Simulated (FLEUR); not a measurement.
# Equation of state of bcc Ta (space group 229): energy against volume (FLEUR, PBE)

```yaml
crystal:
  lattice:
    - [-1.62066, 1.62066, 1.62066]
    - [1.62066, -1.62066, 1.62066]
    - [1.62066, 1.62066, -1.62066]
  atoms:
    - { symbol: Ta, position: [0.00000, 0.00000, 0.00000] }
```

Method of the run: FLEUR with PBE, all-electron FLAPW (FLEUR), scalar-relativistic valence. Settings: Kmax = 4.67 1/bohr; GmaxXC = 14 1/bohr; xcFunctional = pbe; jspins = 1; l_soc = F; mode = hist; fermiSmearingEnergy = 0.00183747 Htr; mesh (inpgen div1-3) = 25 25 25; inpgen gamma flag = false; Gmax = 14 1/bohr; numbands = 0; maxIterBroyd = 40; imix = Anderson; alpha = 0.05; precondParam = 0; minDistance = 1e-05 me/bohr^3. The cell above is the first row's. The rows scale it uniformly. In all rows the k mesh is held. E is the free energy at the stated smearing, counted from the lowest row.

| V (Å^3/atom) | E (meV/atom) |
|---|---|
| 17.027 | 59.58 |
| 17.397 | 28.73 |
| 17.767 | 9.22 |
| 18.137 | 0.00 |
| 18.508 | 0.16 |
| 18.878 | 8.87 |
| 19.248 | 25.42 |
| 19.618 | 49.11 |
| 19.988 | ? |

Taking the third-order Birch-Murnaghan form, a cubic in V^(-2/3) for E over the 8 complete rows: With u = V^(-2/3) - 0.144, the rows have u = 0.007092, 0.004942, 0.002867, 0.000863, -0.001080, -0.002953, -0.004767, -0.006523. Least squares gives E = -1.054 + 176.87·u + 1193686·u² - 1869504·u³. Residuals (row less fit): 0.008, -0.018, -0.001, 0.014, 0.010, -0.011, -0.011, 0.008; standard error 0.016 (degrees of freedom: 4). Its minimum lies at u = -0.000074, so V0 = (0.143926)^(-3/2) = 18.31. There d²E/du² = 2388000 and d³E/du³ = -1.122e7, so B0 = (4/9) × 18.31^(-7/3) × 2388000 × 0.160218 = 192 GPa (the last factor turns the table's units into GPa), and B0' = 4 + (2/3) × 0.143926 × (-1.122e7)/2388000 = 3.5.

Problem. Estimate the missing E (V = 19.988); what did the run itself give?

Solution. u = -0.008225, so E = -1.054 + 176.87 × (-0.008225) + 1193686 × (-0.008225)² - 1869504 × (-0.008225)³ = 79.285 meV/atom. The calculation gives 79.30 meV/atom, 0.015 meV/atom above the prediction (under 0.05 % of the range of E in the table). The row lies outside the fitted rows, so this is an extrapolation. From the scatter of the fitted rows alone, a prediction at this place has a standard error of 0.038 meV/atom, so the miss is 0.4 times that.

Carrying the step between the two nearest rows on in a straight line would have given 72.80, off by 6.50; series whose last step already gives the withheld value aren't shown. The scan was laid around a cell of about the measured size, scaled by a guess for this functional. Spin polarisation is off. Values depend on the basis (sphere radii, cutoffs, local orbitals), which need not be converged. Spin-orbit coupling is off. Cutoffs and mesh are single choices, not tested for convergence of this quantity. Series with a scatter that would blur these digits, or in which a gap closes, are not shown. Nor are scans whose minimum lies at an end fitted in this form.
